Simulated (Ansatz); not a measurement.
Data:

```
TiC
1.0
    0.00000     2.14488     2.14488
    2.14488     0.00000     2.14488
    2.14488     2.14488     0.00000
Ti C
1 1
Direct
  0.00000   0.00000   0.00000
  0.50000   0.50000   0.50000
```

No spin polarisation.

Method: Ansatz (a program for electronic structure), PBE, PAW, cutoff 420 eV, no SOC. Settings: 23×23×23 k-points, 0.1 eV Fermi–Dirac smearing.

### Question
Predict the band gap, space group and pressure.

### Answer
The band gap comes out as zero. The space group is Fm-3m (No. 225) and the pressure is 8.0 GPa.

The cells carry an imposed strain or load. Whether these cells are dynamically stable was not tested. The final runs are not spin-polarised. The cell was made from TiC in the rock salt structure (space group Fm-3m, No. 225) by this change: isotropic strain −1.00 %.
